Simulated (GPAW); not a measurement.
## How far to go with shifted k-point meshes: Ag (Fm-3m, 1 atom in the cell)

```yaml
crystal:
  lattice:
    - [0.00000, 2.05523, 2.05523]
    - [2.05523, 0.00000, 2.05523]
    - [2.05523, 2.05523, 0.00000]
  atoms:
    - { symbol: Ag, position: [0.00000, 0.00000, 0.00000] }
```

Computed with PBE, GPAW PAW datasets PBE (gpaw-data 1.0.1) (plane waves; GPAW).

Base settings: mode = pw; ecut = 600 eV; xc = PBE; kpts = 10 10 10; mesh shift (steps) = 0 0 0; occupations.name = fermi-dirac; occupations.width = 0.1 eV; nbands = -9; convergence.forces = 0.001 eV/Å; symmetry.symmorphic = false.

In this ladder: kpts_shift = 0.5 0.5 0.5.

Only quantities that move along the ladder and can be compared are tabulated.

The count of work is k-points × plane waves × bands × iterations; it is no time. Core times come from one kind of shared machine, to one figure; runs under 30 s give none.

The starting cell has typed, rounded lattice constants, without a prior relaxation at this level. Its lattice was rescaled by up to half a per cent.

```tsv
kpts	free energy less the last step's (meV/atom)	pressure (GPa)	count of work / last	core time / last (rough)
2 2 2	620.64	7.23	0.0017	–
4 4 4	39.94	4.11	0.0084	–
6 6 6	6.11	2.86	0.024	–
8 8 8	-0.27	2.59	0.046	–
10 10 10	-2.38	2.59	0.093	–
12 12 12	-0.75	2.60	0.15	0.1
14 14 14	-0.16	2.62	0.22	0.2
18 18 18	0.12	2.62	0.44	0.5
22 22 22	0.01	2.62	0.78	0.6
24 24 24	0.00	2.62	1.0	1
```

Coarsest kpts that holds the pressure within 0.05 GPa of the last step, with all finer ones: 8 8 8, at 0.046 of the last step's count of work; the step before is off by 0.24 GPa.

Coarsest kpts that holds the free energy within 1 meV/atom of the last step, with all finer ones: 12 12 12, at 0.15 of the last step's count of work and about 0.1 of the last step's time; the step before is off by 2.4 meV/atom.
